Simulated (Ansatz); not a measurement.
SiC under load (space group P6_3mc), r2SCAN with spin-orbit coupling, rigid bands (Ansatz, an electronic-structure program). Condition of this run: uniaxial stress along c of -5 GPa (compression positive) (the target of the relaxation). Band gap 2.58 eV, N_c = 1.06e19 cm⁻³ and N_v = 5.94e19 cm⁻³ at 300 K, conductivity masses along z (a = (3.07, 0.00, 0.00) Å; b = (-1.54, 2.66, 0.00) Å; c = (0.00, 0.00, 5.10) Å) of 0.265 mₑ (electrons) and 1.48 mₑ (holes). Take k_BT = 0.02585 eV.

A film of it is 2 nm thick, with its normal along the direction named. Estimate the confinement energies in an infinite well.

ħ²π²/(2m t²) = 0.376 eV·nm²/(m/mₑ × t²) gives 355 meV for electrons and 63.5 meV for holes, so the gap would widen to about 3.00 eV. Finite barriers and nonparabolic bands lower this, and with several valleys or bands the heaviest mass along the normal sets the lowest level, not this average.

Find the intrinsic carrier density and the intrinsic Fermi level.

n_i = √(N_c N_v) exp(−E_g/2k_BT) = 2.51e19 × exp(−49.90) = 5.4e-3 cm⁻³. The level lies (k_BT/2) ln(N_v/N_c) = 22 meV from mid-gap (positive towards the conduction band). Each 0.1 eV added to the gap lowers n_i by a factor of 6.9.

What built-in voltage has an abrupt junction with N_A = 1e16 and N_D = 1e18 cm⁻³, all dopants ionised?

V_bi = E_g/e − (k_BT/e) ln(N_c N_v/(N_A N_D)) = 2.58 − 0.02585 × 11.05 = 2.29 V, for the computed gap.

Rigid bands with the computed gap; masses take one relaxation time for all states. Geometry: cell and atoms relaxed with PBEsol.
